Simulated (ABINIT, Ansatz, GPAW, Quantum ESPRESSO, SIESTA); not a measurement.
**V (Im-3m, 1 atom in the cell) computed with different codes at matched settings**

Self-consistent single point.

```yaml
crystal:
  lattice:
    - [-1.50879, 1.50879, 1.50879]
    - [1.50879, -1.50879, 1.50879]
    - [1.50879, 1.50879, -1.50879]
  atoms:
    - { symbol: V, position: [0.00000, 0.00000, 0.00000] }
```

Shared settings, as Ansatz (an electronic-structure program) writes them: kpoints.mp_grid.grid = 15 15 15; scf.occupations.method = fermi_dirac; scf.occupations.width = 0.1 eV. Potentials and cutoffs stand in the table.

```
code                                                                                                                                      model  pressure (GPa)       cutoff
----------------  -----------------------------------------------------------------------------------------------------------------------------  --------------  -----------
Quantum ESPRESSO                                                                            PBEsol, SSSP 1.1.2 precision (PBE) pseudopotentials          -10.27        65 Ry
SIESTA            GGA PBEsol, numerical atomic orbitals DZP, PseudoDojo PBEsol standard norm-conserving potentials (rewritten from UPF to PSML)          -11.65  grid 350 Ry
Ansatz                                                                                                  PBEsol, default PAW files made with PBE          -10.22       420 eV
GPAW                                                                                      PBEsol, GPAW PAW datasets PBEsol (made by gpaw-setup)           -8.78       800 eV
ABINIT                                                           PBEsol, norm-conserving pseudopotentials (PseudoDojo nc-sr-04 PBEsol standard)          -10.11      1143 eV
```

On Ansatz's run: spin polarisation is off.

The spread over the programs that give each value: pressure within 2.87 GPa.

SIESTA uses small atom-centred bases, whose incompleteness enters pressures, forces and empty levels differently from a plane-wave cutoff. Ansatz's pressure is given at a fixed set of plane waves, as the other plane-wave codes print theirs; with its correction for the finite basis it is -10.16 GPa. In the pressure, SIESTA (by 1.49) and GPAW (by 1.39) lie more than 1 GPa from the median of the plane-wave programs.

The starting cell has typed, rounded lattice constants, without a prior relaxation at this level. Its lattice was rescaled by a random factor within 2.5 % of one.

Left out of this page: Elk and FLEUR (not drawn, or without a comparable value).

Keys are those of Ansatz 0.2.
